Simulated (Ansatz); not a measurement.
Input:

```xyz
7
Lattice="6.9589 0.0000 0.0000 0.0000 6.9589 0.0000 0.0000 0.0000 4.1293" Properties=species:S:1:pos:R:3 pbc="T T T"
K      0.0000     3.4794     2.0647
K      3.4794     0.0000     2.0647
Pt     0.0000     0.0000     0.0000
Cl     5.3357     5.3357     0.0000
Cl     1.6232     1.6232     0.0000
Cl     1.6232     5.3357     0.0000
Cl     5.3357     1.6232     0.0000
```

No spin polarisation.

Calculations: plane-wave PAW DFT at the PBEsol level (Ansatz, a program for electronic structure, 420 eV), no spin-orbit coupling, earlier PAW set. k-mesh 5×5×8 (Γ-centred); smearing 0.05 eV (Fermi–Dirac).

Task: Estimate the width of the top valence band.

Result: 0.26 eV.

Task: What band gap does the calculation give?

Result: 1.85 eV.

Task: Estimate the gap character.

Result: Indirect, X → M.

Task: What is the computed smallest direct gap?

Result: 1.88 eV.

Spin-orbit coupling, missing from the scalar runs, can matter with Pt. Stability against distortions was not tested. The cell was made from K2PtBr4 by this change: Br → Cl; the result is a model cell.
